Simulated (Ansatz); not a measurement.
Abridged Ansatz (an electronic-structure program) output:

```
Relaxation: its limit of steps is 60 (relax.max_steps)
Pseudopotential: Al, paw, valence charge 3
Pseudopotential: Ti, paw, valence charge 12
Crystal: 2 atoms, lattice volume = 30.078 Å³
Basis set: ecut = 500 eV, 751 PW (Γ), exchange–correlation on 96×96×120 points (64 copies of the dense FFT grid, shifted against one another)
Bands: 12, of which v1, the nominal top of the filled ones, is band 8 counted from 1 (7 counted from 0)
Symmetry: 16 space group operations
k-points: 315 of 3072
Functional: x = r2scan, c = r2scan; τ floored in thin density (d = 2e-4 eV/Å³)
SCF iter   1: F=—  HF=-3045.730322 eV  |F-HF|=—  |Δ(HF+E_count)|=         —  Δρ=5.03e-2  dr2=6.95e-1  dr2_τ=3.39e-2  ethr=3.10e-3  ⟨swp⟩=4.6  Hψ=19141  notcnv=0
SCF iter   2: F=—  HF=-3045.679861 eV  |F-HF|=—  |Δ(HF+E_count)|=   5.05e-2  Δρ=2.44e-2  dr2=2.14e-1  dr2_τ=2.83e-3  ethr=3.10e-3  ⟨swp⟩=2.8  Hψ=9200  notcnv=0  defer=15
SCF 1 converged in 7 iterations: F = -3045.642973 eV  dr2 = 7.46e-8
relax step   1: F+E_penalty+E_count = -3045.64297272 eV  Δ(F+E_penalty+E_count) = +0.000e0 eV  max|allowed force component| = 2.712e-31 eV/Å  Δτ_max = 0.0000 Å  P = +8.994 GPa  Ω = 30.078 Å³  (7 SCF iters, dr2 threshold 1.00e-7 eV, accepted)
[... steps on the carried basis left out ...]
relax step   5: F+E_penalty+E_count = -3045.56290076 eV  Δ(F+E_penalty+E_count) = +3.662e-4 eV  max|allowed force component| = 9.861e-32 eV/Å  Δτ_max = 0.0000 Å  P = +14.993 GPa  Ω = 29.001 Å³  stress off target by 1.43e-2 GPa  SCF on the basis re-selected at this cell (its energy is not comparable with the rows above)  (7 SCF iters)
SCF converged after 7 iterations
Free energy (F): -3045.562901 eV
Internal energy: -3045.550344 eV  (E = F + TS)
E sigma→0 (E₀):  -3045.556622 eV
Entropy (-TS):   -0.012557 eV (-6.278 meV/atom)
Fermi energy:    12.444608 eV
--- Forces (eV/Å), atoms counted from 1 ---
  atom   1  Al     0.00000000     0.00000000     0.00000000
  atom   2  Ti     0.00000000    -0.00000000     0.00000000
--- Stress (GPa, compression-positive) ---
       14.985687      -0.000000       0.000000
       -0.000000      14.985687       0.000000
        0.000000       0.000000      15.009025
  P = ⅓ Tr σ = 14.9935 GPa (149.935 kbar)
--- Relaxed structure (4 steps of the walk, 4 accepted, 1 SCFs on fresh bases) ---
  cell:  # Å, volume = 29.0007 Å³
    - [2.719192545772, -3.3026485231010052e-34, 0.0]
    - [-3.3026485231010052e-34, 2.719192545772, 0.0]
    - [0.0, 0.0, 3.9221932841136526]
  atoms:
    - { symbol: Al, position: [0.5, 0.5, 0.5] }
    - { symbol: Ti, position: [4.236467351649318e-36, -5.4664094859991205e-37, 0.0] }
```

Task: What was computed, and what are the main results?

Result: TiAl, 2 atoms in the cell, with r2SCAN in Ansatz (plane waves to 500 eV, PAW, scalar-relativistic without spin-orbit coupling), earlier PAW set, from a series relaxed to a target (pressure 15 GPa). The last SCF converged to F = -3045.562901 eV, or -1522.7815 eV per atom, at a pressure of 14.99 GPa. The total energy compares only with runs of the same code, potentials and settings.

Load acts through the strain it causes; cell and atoms are relaxed under it. No phonon test of stability was made. No other phases were tried under pressure. All final runs are without spin polarisation. The cell was made from TiAl (space group P4/mmm, No. 123) by this change: pressure 15 GPa.

Keys are those of Ansatz 0.2.
